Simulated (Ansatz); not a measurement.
# TiC under a change: isotropic strain +1.50 %

Base system: TiC in the rock salt structure (space group Fm-3m, No. 225; a = 4.333 Å; relaxed with 0.1 eV smearing).

One thing is altered: every lattice vector is stretched by 1.50 %, atoms relaxed at fixed cell.

All numbers come from PBE, PAW, 420 eV (Ansatz, a first-principles code; no spin-orbit coupling). Γ-centred 23×23×23 mesh, Fermi–Dirac width 0.1 eV.

| quantity | base | changed | shift |
|---|---|---|---|
| volume per atom | 10.17 Å³ | 10.63 Å³ | +0.46 Å³ |
| space group | Fm-3m (No. 225) | Fm-3m (No. 225) | – |
| shortest interatomic distance | 216.7 pm | 219.9 pm | +3.2 pm |
| energy relative to the base (free energy F) | 0 meV/atom | +15 meV/atom | +15 meV/atom |
| band gap | zero | zero | – |

Cost of the whole job for the changed cell (relaxation, final SCF and bands): around 8 core-seconds (rough).

No phonon test of stability was made. The final runs are not spin-polarised.
